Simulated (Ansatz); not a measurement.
Hypothetical Pm-3n SrB3C3, pressure series

Start from SrB3C3 (space group Pm-3n, No. 223; a = 4.8791 Å; a hypothetical phase, not in the database extracts checked).

Cell and atoms are relaxed at each pressure.

The values are results of DFT with PBE, PAW potentials and a 420 eV plane-wave cutoff in Ansatz (a first-principles code), no SOC, not measurements.

Notes on the quantities. enthalpy: H = E + PV relative to the base's energy.

| change | enthalpy | lattice parameter a |
|---|---|---|
| base | – | 4.879 Å |
| pressure −2 GPa | -0.10 eV/atom | [?] |
| pressure −1 GPa | -0.05 eV/atom | 4.886 Å |
| pressure 0.3 GPa | +0.02 eV/atom | 4.877 Å |
| pressure 0.7 GPa | +0.04 eV/atom | 4.874 Å |
| pressure 1.5 GPa | +0.08 eV/atom | 4.868 Å |
| pressure 3 GPa | +0.15 eV/atom | 4.858 Å |
| pressure 5 GPa | +0.26 eV/atom | 4.844 Å |
| pressure 7.5 GPa | +0.38 eV/atom | 4.828 Å |
| pressure 10 GPa | +0.51 eV/atom | 4.813 Å |

Problem. Some entries are withheld; estimate them.

Solution. 
- pressure −2 GPa, lattice parameter a: 4.894 Å

Load acts through the strain it causes; cell and atoms are relaxed under it. No phonon test of stability was made. Competing high-pressure phases were not computed. The final runs are not spin-polarised.
